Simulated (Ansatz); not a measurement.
Effective masses and thermopower of GaS under load (space group R-3m)

Consider the following.

```yaml
crystal:
  lattice:
    - [1.73231, 1.00015, 7.17062]
    - [-1.73231, 1.00015, 7.17062]
    - [0.00000, -2.00030, 7.17062]
  atoms:
    - { symbol: Ga, position: [0.94482, 0.94482, 0.94482] }
    - { symbol: Ga, position: [0.05518, 0.05518, 0.05518] }
    - { symbol: S, position: [0.22682, 0.22682, 0.22682] }
    - { symbol: S, position: [0.77318, 0.77318, 0.77318] }
```

Calculation: PBEsol+D3BJ with spin-orbit coupling, rigid bands (plane waves, PAW; Ansatz, a quantum-chemistry and plane-wave program). Condition of this run: hydrostatic pressure 5 GPa (the target of the relaxation). How the cell was made: cell and atoms relaxed with PBEsol+d3bj, then loaded as said.

The band gap comes out as 0.93 eV. The electron conductivity mass (300 K, dilute) is 0.50 (x), 0.50 (y), 0.28 (z) mₑ and the hole conductivity mass (300 K, dilute) is 1.81 (x), 1.81 (y), 0.148 (z) mₑ. The effective density of states N_c (300 K) is 3.0e19 cm⁻³ and the effective density of states N_v (300 K) is 1.9e19 cm⁻³. The density-of-states mass, electrons is 1.12 mₑ and the density-of-states mass, holes is 0.84 mₑ. The Seebeck coefficient, n-type 1e19 cm⁻³, 300 K is -306 μV/K and the best n-type power factor at 300 K for τ = 10 fs (best axis; densities from 1e16 to 1e21 cm⁻³ tried, whether or not they can be reached) is 16.0 μW/(cm·K²) at 1e20 cm⁻³. The Seebeck coefficient, p-type 1e19 cm⁻³, 300 K is 275 μV/K and the best p-type power factor at 300 K for τ = 10 fs (best axis; densities from 1e16 to 1e21 cm⁻³ tried, whether or not they can be reached) is 15.8 μW/(cm·K²) at 3e19 cm⁻³.

Rigid bands; masses and Seebeck coefficients take one relaxation time τ for all states and one kind of carrier; polarons and phonon drag are left out. Geometry: cell and atoms relaxed with PBEsol+D3(BJ).

Computed structure with no diffraction record at hand here (it may be known, metastable or hypothetical): GaS under load (space group R-3m). PBEsol with a dispersion correction tends to overbind, so the cell can be several per cent short, in bad cases over ten, which usually narrows a gap: GaS under load (space group R-3m).
